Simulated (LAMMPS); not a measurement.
An MD run on TiO2 (rutile), 576 atoms, at 100 K and 0 GPa, heated as the crystal.

All values are model results, not measurements: classical MD, Buckingham potential of Matsui and Akaogi, Mol. Simul. 6, 239 (1991), as tabulated by Reinhardt, J. Chem. Phys. 151, 064505 (2019), used with rigid ions (no shells), PPPM sums, short-range terms cut at 10 Å, modified for these runs by an r^-4 repulsive force inside the short-range force's maximum (LAMMPS).

Starting crystal:

```
TiO2
1.0
    4.59000     0.00000     0.00000
    0.00000     4.59000     0.00000
    0.00000     0.00000     2.96000
Ti O
2 4
Direct
  0.00000   0.00000   0.00000
  0.50000   0.50000   0.50000
  0.30500   0.30500   0.00000
  0.80500   0.19500   0.50000
  0.19500   0.80500   0.50000
  0.69500   0.69500   0.00000
```

Q: Give the first peak of g(r), O-Ti, the volume per atom, the mean frequency of the velocity spectrum, the enthalpy per atom as this potential yields it.

A: first peak of g(r), O-Ti: 1.94 Å, height 23.6; volume per atom: 10.1485 ± 0.0002 Å³; mean frequency of the velocity spectrum: 14.1 THz; enthalpy per atom: -13.2341 ± 0.0001 eV.
